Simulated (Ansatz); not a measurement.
Take CdGeAs$_{2}$ in the chalcopyrite structure (space group I-42d, No. 122) as the base.

```
CdGeAs2
1.0
   -3.02366     3.02366     5.74486
    3.02366    -3.02366     5.74486
    3.02366     3.02366    -5.74486
Cd Ge As
2 2 4
Cartesian
  0.00000   3.02366   2.87243
  0.00000   0.00000   0.00000
  3.02366   0.00000   2.87243
  0.00000   0.00000   5.74486
  1.51183   1.67342  -1.43622
  1.51183   1.35024   4.30865
  4.37390   1.51183   1.43622
 -1.35024   1.51183   7.18108
```

Cartesian axes are those of the cell as printed.

The values are results of plane-wave PAW DFT at the PBE level (Ansatz, an electronic-structure program, 420 eV), no spin-orbit coupling, not measurements.

For the base:

| Item | Value |
|---|---|
| Volume per atom | 26.26 Å³ |

Now apply this change: biaxial strain −1.98 %, plane normal [001], relaxed out of plane (Cartesian); in-plane vectors clamped, the third vector and the atoms free.

Problem. What does the calculation give for the energy relative to the base after the change?

Solution. The energy increases by 4.8 meV/atom.

Problem. What happens to the volume per atom?

Solution. The volume per atom decreases by 0.46 Å³ (26.26 Å³ → 25.80 Å³).

Whether these cells are dynamically stable was not tested. The final runs are not spin-polarised.
